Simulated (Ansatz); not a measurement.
The reference is CsPbBr$_{3}$ in the cubic perovskite structure (space group Pm-3m, No. 221; a = 5.938 Å).

All numbers come from Kohn–Sham DFT with the r2SCAN functional, run in Ansatz (a program for electronic structure) with PAW and 500 eV plane waves, spin-orbit coupling left out.

Before the change:

Lattice parameter a: 5.938 Å

Perturbation: cell and atoms relaxed at a pressure of 1.8 GPa.

### Question
What does the calculation give for the lattice parameter a after the change?

### Answer
The lattice parameter a shrinks by 0.140 Å (5.938 Å → 5.798 Å).

Load acts through the strain it causes; cell and atoms are relaxed under it. Whether these cells are dynamically stable was not tested. Many cubic perovskites are stable only at high temperature; tilts and polar distortions were not tested. This is not the structure that CsPbBr3 has at room temperature and ambient pressure.
